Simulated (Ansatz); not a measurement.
Base system: BP in the zinc blende structure (space group F-43m, No. 216; a = 4.491 Å). Axes: x, y, z lie along the cube axes.

Computed with LDA, PAW, 420 eV (Ansatz, a program for electronic structure; no spin-orbit coupling).

Strains are applied to the cell and any free atomic positions relax; under biaxial strain the out-of-plane vector relaxes too.

One change was made to it. Results:

```json
[
 {"quantity": "smallest direct gap", "base": "3.43 eV", "after": "3.15 eV"},
 {"quantity": "band gap", "base": "1.14 eV", "after": "1.01 eV"}
]
```

Question: Which change produced these results?
A. biaxial strain −1.25 %, plane normal [111], relaxed out of plane
B. biaxial strain +2.50 %, plane normal [111], relaxed out of plane
C. biaxial strain −0.42 %, plane normal [111], relaxed out of plane
D. biaxial strain −2.50 %, plane normal [111], relaxed out of plane
E. biaxial strain −1.67 %, plane normal [111], relaxed out of plane

Answer: E, biaxial strain −1.67 %, plane normal [111], relaxed out of plane. For comparison, the smallest direct gap in the other runs: biaxial strain −2.50 %, plane normal [111], relaxed out of plane gives 3.00 eV; biaxial strain +2.50 %, plane normal [111], relaxed out of plane gives 3.05 eV; biaxial strain −1.25 %, plane normal [111], relaxed out of plane gives 3.23 eV; biaxial strain −0.42 %, plane normal [111], relaxed out of plane gives 3.36 eV.

Gaps are read on the SCF mesh and a high-symmetry path. Whether these cells are dynamically stable was not tested.
